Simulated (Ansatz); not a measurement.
The parent structure is BP (space group P4_2/mnm, No. 136; a = 5.5323 Å, c = 3.1873 Å; a hypothetical phase, not in the database extracts checked).

Method: plane-wave PAW DFT at the PBEsol level (Ansatz, an electronic-structure program, 420 eV), no spin-orbit coupling.

Base values:

| Property | Result |
|---|---|
| Gap between the host's bands | 0.27 eV |

One thing is altered: electron doping at 3.0×10^21 cm⁻³ (0.293 per cell), with a uniform compensating background at fixed cell and a 300 K Fermi–Dirac width.

Predict the new largest internal atomic displacement, gap between the host's bands and Fermi level from band edge.

The largest internal atomic displacement amounts to 0.013 Å; the gap between the host's bands falls by 0.06 eV to 0.21 eV; the Fermi level relative to the doped band's edge (positive inside the band; to 0.05 eV) is +1.15 eV.

Charged cell with a jellium background: band edges are those of the host's band count, energies are not comparable with the neutral cell, and many-body gap narrowing is missing. No phonon test of stability was made. A zero or small gap of BP can be the functional's error rather than a property of the material.
